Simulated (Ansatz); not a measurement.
# ZrC under a change: uniaxial strain ε_zz = −1.00 %

The parent structure is ZrC in the rock salt structure (space group Fm-3m, No. 225; a = 4.669 Å; relaxed with 0.1 eV smearing). Axes: x, y, z lie along the cube axes.

The change: uniaxial strain ε_zz = −1.00 %, all other strain components held at zero, atoms relaxed at fixed cell.

All numbers come from PBEsol (Ansatz, a first-principles code; PAW; 420 eV plane waves; no spin-orbit coupling). k-mesh 21×21×21 (Γ-centred); smearing 0.1 eV (Fermi–Dirac).

```json
[
 {"quantity": "space group", "base": "Fm-3m (No. 225)", "changed": "I4/mmm (No. 139)", "shift": "–"},
 {"quantity": "energy relative to the base (free energy F)", "base": "0 meV/atom", "changed": "+2.0 meV/atom", "shift": "+2.0 meV/atom"},
 {"quantity": "pressure (mean of the normal stresses, compression positive)", "base": "0.0 GPa", "changed": "2.5 GPa", "shift": "+2.5 GPa"},
 {"quantity": "band gap", "base": "zero", "changed": "zero", "shift": "–"},
 {"quantity": "stress (xx, yy, zz, yz, xz, xy; compression positive)", "base": "–", "changed": "(1.1, 1.1, 5.2, 0.0, 0.0, 0.0) GPa", "shift": "–"}
]
```

Final structure:

```yaml
crystal:
  lattice:
    - [0.00000, 2.33454, 2.31119]
    - [2.33454, 0.00000, 2.31119]
    - [2.33454, 2.33454, 0.00000]
  atoms:
    - { symbol: Zr, position: [0.00000, 0.00000, 0.00000] }
    - { symbol: C, position: [0.50000, 0.50000, 0.50000] }
```

Cost of the whole job for the changed cell (relaxation, final SCF and bands): about 24 core-seconds (a rough figure).

No phonon test of stability was made. All final runs are without spin polarisation.
